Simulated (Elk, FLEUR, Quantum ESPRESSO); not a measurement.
## One structure in several programs: GdAlNi4 (Cmmm, 6 atoms in the cell)

Self-consistent single point, at a second geometry (lattice scaled by 0.98). First geometry:

```yaml
crystal:
  lattice:
    - [2.48437, -4.17116, 0.00000]
    - [2.48437, 4.17116, 0.00000]
    - [0.00000, 0.00000, 3.96311]
  atoms:
    - { symbol: Gd, position: [0.50000, 0.50000, 0.00000], spin: 7.0 }
    - { symbol: Al, position: [0.00000, 0.00000, 0.50000] }
    - { symbol: Ni, position: [0.16832, 0.83168, 0.00000] }
    - { symbol: Ni, position: [0.83168, 0.16832, 0.00000] }
    - { symbol: Ni, position: [0.00000, 0.50000, 0.50000] }
    - { symbol: Ni, position: [0.50000, 0.00000, 0.50000] }
```
(The spins are starting values, not results.)

Shared settings, as Quantum ESPRESSO writes them: occupations = smearing; smearing = gauss; degauss = 0.019992 Ry; nspin = 2; K_POINTS = automatic 4 4 5 0 0 0. Potentials and cutoffs stand in the table.

```json
[
 {"code": "Elk", "model": "LDA (PW92), all-electron FP-LAPW, Elk's shipped species files, APW+lo basis with extra local orbitals", "largest force (eV/Å)": "–", "size of the net moment (μB/atom)": "1.18", "cutoff": "rgkmax 7.5"},
 {"code": "FLEUR", "model": "LDA (Vosko-Wilk-Nusair), all-electron FLAPW (FLEUR), scalar-relativistic valence", "largest force (eV/Å)": "0.082", "size of the net moment (μB/atom)": "1.18", "cutoff": "Kmax 3.8 1/bohr"},
 {"code": "Quantum ESPRESSO", "model": "LDA (PZ), SSSP 1.1.2 efficiency (PBE) pseudopotentials", "largest force (eV/Å)": "0.139", "size of the net moment (μB/atom)": "1.18", "cutoff": "50 Ry"}
]
```

A dash marks a value that a program does not give, or that is left out as unsure.

On Elk's run: spin-orbit coupling is off. With one magnetic atom in the cell only a parallel order is possible. With U or open f shells several self-consistent states can exist. The f electrons are in the valence without U or exact exchange, which can misplace them near the Fermi level. Spin-orbit terms, which matter for f shells, are left out.

The spread over the programs that give each value: largest force within 0.057 eV/Å; size of the net moment within 0.00 μB/atom.

Elk and FLEUR treat all electrons, but the usual bases taken here (sphere radii, linearisation, local orbitals, empty states) were not tested for convergence, so the values are no reference for the others. The same LDA comes in different parametrisations, which differ slightly.

The starting cell comes from a database of computed structures (which also holds hypothetical and non-ambient phases and stackings), without a prior relaxation at this level. Its lattice was rescaled by a random factor within 2.5 % of one. For this run, on top of that: lattice scaled by 0.98.

Left out of this page: Ansatz (with a known weakness of the program).
